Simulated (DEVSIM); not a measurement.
Structure: Al/HfO2/n-GaAs capacitor, at 400 K.

```
layer (left to right)  material  thickness (nm)  Nd (cm⁻³)
---------------------  --------  --------------  ---------
1                          HfO2            5.30          -
2                          GaAs            2700     5.6e16
```

Metal gate on the left, work function 4.1 eV. Fixed charge at the semiconductor interface -1.2e11 cm⁻² (in units of +e); interface traps 3.6e11 cm⁻² eV⁻¹, uniform in energy, neutral level at 0.5 of the gap above the valence band.

The device is made up for the run: typed textbook-type constants, with dimensions and the other settings drawn at random. Values at 300 K; Nc and Nv go as T^1.5, mobilities as T to minus their exponent, the gap by Varshni's rule with the affinity fixed.

| parameter | HfO2 | GaAs |
|---|---|---|
| gap (eV) | 5.7 | 1.424 |
| affinity (eV) | 2.5 | 4.07 |
| permittivity | 22 | 12.9 |
| Nc (cm⁻³) | - | 4.7e17 |
| Nv (cm⁻³) | - | 9e18 |
| Varshni α (eV/K) | - | 0.000541 |
| Varshni β (K) | - | 204 |

Model (solved in DEVSIM): 1D Poisson equation in equilibrium, Boltzmann statistics, complete ionisation; no quantum confinement or tunnelling. Metal contacts follow the ideal Schottky-Mott rule: no Fermi-level pinning, no interface dipoles.

Base results: capacitance of the dielectric stack (μF/cm²) 3.68; flat-band voltage (V) -0.04; minimum of the low-frequency capacitance (μF/cm²) 0.130; threshold voltage (band bending 2φF) (V) -1.20.

Task: What follows from this one change: temperature 400 → 350 K?

Result: capacitance of the dielectric stack little changed (3.68 μF/cm²); flat-band voltage -0.04 → -0.03 V; minimum of the low-frequency capacitance 0.130 → 0.126 μF/cm²; threshold voltage (band bending 2φF) -1.20 → -1.26 V.

Task: What follows from this one change: HfO2 thickness 0.0053 → 0.0029 μm?

Result: capacitance of the dielectric stack 3.68 → 6.72 μF/cm²; flat-band voltage little changed (-0.05 V); minimum of the low-frequency capacitance little changed (0.132 μF/cm²); threshold voltage (band bending 2φF) -1.20 → -1.18 V.

Task: What follows from this one change: interface trap density 3.6e+11 → 1e+10 cm^-2 eV^-1?

Result: capacitance of the dielectric stack little changed (3.68 μF/cm²); flat-band voltage little changed (-0.05 V); minimum of the low-frequency capacitance 0.130 → 0.0768 μF/cm²; threshold voltage (band bending 2φF) little changed (-1.19 V).

Task: What follows from this one change: substrate doping 5.6e+16 → 5.6e+15 cm^-3?

Result: capacitance of the dielectric stack little changed (3.68 μF/cm²); flat-band voltage -0.04 → -0.12 V; minimum of the low-frequency capacitance 0.130 → 0.0826 μF/cm²; threshold voltage (band bending 2φF) -1.20 → -1.09 V.

Task: What follows from this one change: gate work function 4.1 → 3.95 eV?

Result: capacitance of the dielectric stack little changed (3.68 μF/cm²); flat-band voltage -0.04 → -0.19 V; minimum of the low-frequency capacitance little changed (0.129 μF/cm²); threshold voltage (band bending 2φF) -1.20 → -1.35 V.
